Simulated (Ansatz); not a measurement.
An Ansatz (a first-principles code) input (r2SCAN/PAW in Ansatz, spin-orbit coupling left out, earlier PAW set):

Ansatz 0.2 input:
```yaml
crystal:
  lattice:
    - [0, 2.7936534179, 2.7936534179]
    - [2.7936534179, 0, 2.7936534179]
    - [2.7936534179, 2.7936534179, 0]
  atoms:
    - { symbol: P, position: [0.75, 0.75, 0.75] }
    - { symbol: Ag, position: [0, 0, 0] }
basis: { ecutwfc: 500, ecutrho_ratio: 4, xc_grid: 4, fft_grid_basis: typed }
kpoints: { mp_grid: { grid: [14, 14, 14] } }
hamiltonian:
  xc: r2scan
  dispersion: none
  pseudopotentials: { azcp: { folder: ./paw }, kind: paw }
scf: { occupations: { method: fermi_dirac, width: 0.05 }, convergence: { dr2_threshold: 0.0000000002 } }
output: { forces: true, stress: true }
checkpoint: { write: state.ck, write_every: 1000 }
```

Q: Which symmetry and how many k-points will the program report, and about how many plane waves at Γ?

A: Space group F-43m (ITA 216) with 24 operations, k-points 104 of 2744, and 1067 plane waves at Γ.

No phonon test of stability was made. All final runs are without spin polarisation. The cell was made from GaP by this change: Ga → Ag; the result is a hypothetical phase, not in the database extracts checked.
